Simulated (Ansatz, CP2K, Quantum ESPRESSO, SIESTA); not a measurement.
One structure in several programs: LaAg2 (C2/m, 6 atoms in the cell)

Self-consistent single point.

```yaml
crystal:
  lattice:
    - [4.69844, -3.66054, 0.00000]
    - [4.69844, 3.66054, 0.00000]
    - [-2.43179, 0.00000, 4.12534]
  atoms:
    - { symbol: La, position: [0.28521, 0.28521, 0.03474] }
    - { symbol: La, position: [0.71479, 0.71479, 0.96526] }
    - { symbol: Ag, position: [0.12202, 0.70956, 0.66589] }
    - { symbol: Ag, position: [0.87798, 0.29044, 0.33411] }
    - { symbol: Ag, position: [0.29044, 0.87798, 0.33411] }
    - { symbol: Ag, position: [0.70956, 0.12202, 0.66589] }
```

All programs got the same cell, k-point mesh and kind of occupations (in Ansatz's words: kpoints.mp_grid.grid = 3 3 4; scf.occupations.method = gaussian; scf.occupations.width = 0.1 eV); potentials, basis and cutoffs are each program's usual ones.

| code | model | pressure (GPa) | largest force (eV/Å) | k-points | cutoff |
|---|---|---|---|---|---|
| Quantum ESPRESSO | PBEsol, GBRV 1.5 ultrasoft (PBESOL) pseudopotentials | -1.73 | 0.034 | 14 | 40 Ry |
| CP2K | PBEsol, GPW, DZVP-MOLOPT-SR-GTH basis, GTH-PBE potentials (GTH_POTENTIALS) | 0.36 | 0.063 | 19 | grid 500 Ry |
| SIESTA | GGA PBEsol, numerical atomic orbitals TZP, PseudoDojo PBEsol standard norm-conserving potentials (rewritten from UPF to PSML) | -1.89 | 0.099 | 20 | grid 400 Ry |
| Ansatz | PBEsol, PAW files made with PBE | -0.97 | 0.029 | 14 | default |

Size of the force on each atom (eV/Å): Sizes of forces hide their directions.

```tsv
code	La1	La2	Ag3	Ag4	Ag5	Ag6
Quantum ESPRESSO	0.034	0.034	0.020	0.020	0.020	0.020
CP2K	0.063	0.063	0.028	0.028	0.028	0.028
SIESTA	0.099	0.099	0.084	0.084	0.084	0.084
Ansatz	0.029	0.029	0.022	0.022	0.022	0.022
```

The spread over the programs that give each value: pressure within 2.25 GPa; largest force within 0.070 eV/Å.

The starting cell comes from a database of computed structures (which also holds hypothetical and non-ambient phases and stackings), without a prior relaxation at this level. Its lattice was rescaled by a random factor within 2.5 % of one. On Ansatz's run: Without a gap this mesh is coarse (it stands for a supercell whose shortest vector is 18 Å).

**Question.** Why do the programs differ, and what cannot be compared?

**Answer.** Differences of this kind can come from the potentials, where these differ, and from what each basis and cutoff leave unconverged. The valence holds different numbers of electrons (Quantum ESPRESSO 98, CP2K 66, SIESTA 98, Ansatz (an electronic-structure program) 98). The zero of total energies and Fermi levels follows the potentials and each program's conventions, so they are not compared here. CP2K and SIESTA use small atom-centred bases, whose incompleteness enters pressures, forces and empty levels differently from a plane-wave cutoff. Ansatz's pressure is given at a fixed set of plane waves, as the other plane-wave codes print theirs; with its correction for the finite basis it is -0.93 GPa. The programs reduce the same mesh by symmetry to different extents, which changes the work and not the result. In the pressure, CP2K (by 1.71) lies more than 1 GPa from the median of the plane-wave programs.

The shared mesh is coarse (it stands for a supercell whose shortest vector is 18 Å), so the values are not converged in it.

Left out of this page: ABINIT (stopped by limits of time or memory); Elk (not drawn, or without a comparable value); FLEUR (with a known weakness of the program).

Keys are those of Ansatz 0.2.
